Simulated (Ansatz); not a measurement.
We consider C11b WSi2, described by PBE-D4 (plane waves, PAW; Ansatz, a first-principles code).

Settings: plane-wave cutoff 520 eV, 24×24×24 k mesh, Fermi–Dirac smearing 0.05 eV, no spin polarisation, scalar-relativistic PAW data made under PBE.

Response to compression and expansion:

Shape and atoms are relaxed at each volume.

```json
[
 {"V (Å³/atom)": "12.770", "P (GPa)": "10.38", "c (Å)": "7.718", "a (Å)": "3.151"},
 {"V (Å³/atom)": "13.036", "P (GPa)": "4.91", "c (Å)": "7.763", "a (Å)": "3.174"},
 {"V (Å³/atom)": "13.302", "P (GPa)": "-0.01", "c (Å)": "7.807", "a (Å)": "3.197"},
 {"V (Å³/atom)": "13.568", "P (GPa)": "-4.43", "c (Å)": "7.851", "a (Å)": "3.220"},
 {"V (Å³/atom)": "13.834", "P (GPa)": "-8.39", "c (Å)": "7.895", "a (Å)": "3.242"}
]
```

Note: the bulk modulus comes from volumes at which shape and atoms were relaxed.
